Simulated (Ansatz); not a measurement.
Hypothetical chalcopyrite AlBN2, response to strain

Start from AlBN2 in the chalcopyrite structure (space group I-42d, No. 122; a = 4.1050 Å, c = 7.6858 Å; a hypothetical phase, not in the database extracts checked). Axes: x, y, z lie along a, b, c of the conventional cell.

Strains are applied to the cell and any free atomic positions relax; under stress the whole cell relaxes.

Levels (all Ansatz, a quantum-chemistry and plane-wave program, PAW): PBE (420 eV, no spin-orbit coupling); PBEsol (420 eV, no spin-orbit coupling).

The base cell above is that of PBE; each level relaxes its own structures.

Notes on the quantities. energy relative to the base: free energy F.

| case | energy relative to the base, PBE | energy relative to the base, PBEsol |
|---|---|---|
| isotropic strain −5.71 % | +0.230 eV/atom | … |
| isotropic strain −0.62 % | +2.3 meV/atom | +2.4 meV/atom |
| strain tensor (xx, yy, zz, yz, xz, xy) = (−1.25, +1.77, +0.61, −0.17, +0.86, −0.72) % | +7.5 meV/atom | +7.6 meV/atom |
| uniaxial stress, 5 GPa tension along z | +2.7 meV/atom | … |

Task: Some entries are withheld; estimate them.

Result: 
- isotropic strain −5.71 %, energy relative to the base, PBEsol: +0.235 eV/atom
- uniaxial stress, 5 GPa tension along z, energy relative to the base, PBEsol: +2.8 meV/atom

The two levels differ by at most about 5.0 meV/atom. They put the cases in the same order.

Beyond what the load breaks, stability against distortions was not tested.
